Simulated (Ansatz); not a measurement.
# A computed series for TiZnO3: element substitutions

Base system: TiZnO3 (space group R-3, No. 148; a = 5.061 Å, c = 13.823 Å (hexagonal axes); a cell from a computed database, its experimental status unchecked).

Each row replaces one element on all its sites; cell and atoms are relaxed.

Calculations: Kohn–Sham DFT with the PBEsol functional, run in Ansatz (an electronic-structure program) with PAW and 420 eV plane waves, no SOC.

```json
[
 {"change": "base", "band gap": "3.09 eV", "lattice parameter a": "5.061 Å"},
 {"change": "O → Se", "band gap": "zero", "lattice parameter a": "…"},
 {"change": "Zn → Be", "band gap": "3.04 eV", "lattice parameter a": "…"},
 {"change": "O → Te", "band gap": "zero", "lattice parameter a": "…"}
]
```

**Question.** What belongs in the blanks?

**Answer.** 
- O → Se, lattice parameter a: 6.406 Å
- Zn → Be, lattice parameter a: 4.847 Å
- O → Te, lattice parameter a: 6.933 Å

With Te present, leaving out spin-orbit coupling can change the band edges. No phonon test of stability was made. As relaxed here, TiZnSe3, TiBeO3 and TiZnTe3 are hypothetical phases, not in the database extracts checked. All final runs are without spin polarisation. The zero or small gap of TiZnSe3 and TiZnTe3 can change with the level of theory.
